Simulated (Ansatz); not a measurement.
Functionals compared on the 1x1 (0001) surface of beta Si3N4 (cut with top plane 4 N + 3 Si), in Ansatz (plane waves, PAW). The structure was relaxed with PBE; the other rows are single points on it. Cutoff 420 eV (500 eV for r2SCAN).

Host crystal: beta Si3N4, with a band gap (PBE, scalar-relativistic without spin-orbit coupling).

Model: 42-atom slab, 7.8 Å thick at the start (thin: gaps and levels are the slab's own), 3x3x1 mesh, Fermi-Dirac 0.01 eV, dipole correction, 21 atoms held, the rest relaxed; start symmetry kept, larger cells not searched; no spin, no spin-orbit, no U. These notes are the PBE run's.

```tsv
functional	gap of the slab on its k-mesh (eV)	highest filled level below the top vacuum level (eV)	rough cost of the single point
PBE	2.15	5.91	–
RPBE	?	?	about 40 core-seconds (a rough figure)
r2SCAN	2.62	6.16	roughly 80 core-seconds
```

Question: Complete the blanks.

Answer: 
- RPBE, gap of the slab on its k-mesh (eV): 2.20
- RPBE, highest filled level below the top vacuum level (eV): 5.79

Ansatz is a first-principles code.
